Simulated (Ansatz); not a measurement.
# Sn: biaxial strain −0.83 %, plane normal [111], relaxed out of plane

Base system: Sn in the diamond structure (space group Fd-3m, No. 227; a = 6.5665 Å). Axes: x, y, z lie along the cube axes.

Now apply this change: biaxial strain −0.83 %, plane normal [111], relaxed out of plane (Cartesian); in-plane vectors clamped, the third vector and the atoms free.

All numbers come from r2SCAN, PAW, 500 eV (Ansatz, a program for electronic structure; no spin-orbit coupling). Γ-centred 12×12×12 mesh, Fermi–Dirac width 0.05 eV.

```json
[
 {"quantity": "space group", "base": "Fd-3m (No. 227)", "changed": "R-3m (No. 166)", "shift": "–"},
 {"quantity": "shortest interatomic distance", "base": "2.843 Å", "changed": "2.829 Å", "shift": "-0.014 Å"},
 {"quantity": "energy relative to the base (free energy F)", "base": "0 meV/atom", "changed": "+1.5 meV/atom", "shift": "+1.5 meV/atom"},
 {"quantity": "pressure (mean of the normal stresses, compression positive)", "base": "0.0 GPa", "changed": "0.5 GPa", "shift": "+0.5 GPa"},
 {"quantity": "band gap", "base": "zero", "changed": "zero", "shift": "–"},
 {"quantity": "out-of-plane strain (rough)", "base": "–", "changed": "+0.44 %", "shift": "–"},
 {"quantity": "mean in-plane stress (compression positive) (rough)", "base": "–", "changed": "+0.8 GPa", "shift": "–"}
]
```

Cost of the whole job for the changed cell (relaxation, final SCF and bands): roughly 60 core-seconds.

Without a gap, meshes like the base's 12×12×12 leave anisotropic stresses uncertain by several tenths of a GPa, and small strain energies with them. Stability against distortions was not tested.
